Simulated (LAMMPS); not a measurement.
MD of C (diamond structure) at zero pressure, 512 atoms, as a crystal; each row is its own run.

All values are model results, not measurements: classical MD, pair style rebo, file CH.rebo (LAMMPS).

```csv
T (K),enthalpy (eV/atom)
200,-7.3177
1800,-6.8910
2400,-6.7363
3000,-6.5823
3600,-6.4273
4200,-6.2652
```

### Question
Fit a straight line, y = a + b x, to these rows (x is the first column, y the second) and predict the run at x = 300.

### Answer
Least squares gives a = -7.3675 and b = 0.0002622. At x = 300 the fit predicts -7.2888 eV/atom. The run itself gave -7.2912 ± 0.0003 eV/atom, so the fit is 2.4 meV/atom high.

Caution: in nature this polymorph isn't the stable one over the whole range of temperature at this pressure, and short runs keep a crystal in its starting form.

Caution (rows 200; 300): nuclei are classical, which matters for such light atoms.

Caution (rows 1800; 2400; 3000; 3600; 4200): a run this short can hold a crystal over, or a liquid under, the potential's own melting point, which these runs don't give.
